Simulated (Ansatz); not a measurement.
Hexagonal WC was calculated with PBEsol+SOC (Ansatz, an electronic-structure program, PAW).

Run with plane-wave cutoff 520 eV, 24×24×20 k mesh (along the axes of the cell as run), Fermi–Dirac smearing 0.05 eV, PAW data made under PBE.

A third-order Birch–Murnaghan fit to the energies gives V0 = 10.277 Å³/atom, B0 = 405 GPa, B′ = 4.2.

| V (Å³/atom) | P (GPa) |
|---|---|
| 9.866 | 18.04 |
| 10.071 | ___ |
| 10.277 | 0.00 |
| 10.482 | -7.70 |
| 10.688 | ___ |

Estimate the withheld pressures from this fit; the answers are the runs' own values.


- 10.071, P (GPa): 8.55
- 10.688, P (GPa): -14.62

The formula P = (3/2) B0 (x^(7/3) − x^(5/3)) [1 + (3/4)(B′ − 4)(x^(2/3) − 1)] with x = V0/V meets the computed pressures within 0.03 GPa when these rounded values are put in.

Shape and atoms are relaxed at each volume.

Measured, for comparison: bulk modulus 384 ± 0.8 GPa (room temperature, no zero-point or thermal correction, adiabatic, ultrasonic, our sources range from 377 to 412; as tabulated in Compression behavior of WC and WC-6%Co up to 50 GPa (OSTI 1006718)). Computed (rounded) less measured: bulk modulus +5 % (inside the range of the sources held).

Note: the bulk modulus comes from volumes at which shape and atoms were relaxed.

The computed numbers hold no vibrational or temperature effects.

It cost about 30 core-minutes (a rough figure) of CPU time.
